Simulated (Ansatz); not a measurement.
Take MgTe in the zinc blende structure (space group F-43m, No. 216) as the base.

```
CELL_PARAMETERS angstrom
      0.00000     3.21920     3.21920
      3.21920     0.00000     3.21920
      3.21920     3.21920     0.00000
ATOMIC_POSITIONS crystal
  Mg 0.00000 0.00000 0.00000
  Te 0.25000 0.25000 0.25000
```

Level of theory: plane-wave PAW DFT at the PBEsol level (Ansatz, an electronic-structure program, 420 eV), no SOC, earlier PAW set.

Before the change:

* **Valley order**: Γ 2.35 eV; X along ⟨100⟩ 2.71 eV; L along ⟨111⟩ 3.18 eV

Perturbation: 0.0667 electrons added to each cell, a density of 1.0×10^21 cm⁻³, with a uniform compensating background at fixed cell and a 300 K Fermi–Dirac width.

Question: What happens to the valley order and Fermi level from band edge?

Answer: The valley order (the lowest conduction-band minima on the path, energy above the VBM, named in the base's zone) becomes Γ 2.32 eV; X along ⟨100⟩ 2.67 eV; L along ⟨111⟩ 3.16 eV (base: Γ 2.35 eV; X along ⟨100⟩ 2.71 eV; L along ⟨111⟩ 3.18 eV); the Fermi level relative to the doped band's edge (positive inside the band; to 0.05 eV) amounts to +0.70 eV.

Carriers are added with a uniform compensating background; total energy and stress of such cells depend on the potential's zero and are not compared; many-body gap narrowing is missing at this level. With Te present, leaving out spin-orbit coupling can change the band edges. The levels and masses belong to the bands next to the band gap. No phonon test of stability was made.
